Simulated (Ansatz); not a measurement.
The starting structures come from a database of crystals and need not be the phases stable at ambient conditions.

 Where the default PAW files enter, the runs use the earlier of Ansatz's two default sets.

Given:

```
CsNbN2
1.0
    6.33732     0.00000     0.00000
   -3.16866     5.48828     0.00000
    3.16866     1.82943     5.17440
Cs Nb N
2 2 4
Direct
  0.50000   0.75000   0.75000
  0.00000   0.00000   0.00000
  0.50000   0.25000   0.25000
  0.00000   0.50000   0.50000
  0.75000   0.37500   0.87500
  0.25000   0.37500   0.37500
  0.75000   0.37500   0.37500
  0.25000   0.87500   0.37500
```

Space group of this cell: Fd-3m. The cell is taken as given; by PBEsol its mean pressure is -3.2 GPa.

Transport runs along the normal of the first two printed cell vectors, the (111) plane of the conventional cell.

No gap correction and no spin-orbit coupling; mid-gap values are interpolated between computed energies.

Task: State the band gap and the smallest decay constant κ at mid-gap according to PBEsol (Ansatz, an electronic-structure program).

Result: Gap 1.59 eV on a 8×8×8 mesh; κ = 0.166 1/Å, at the zone centre.
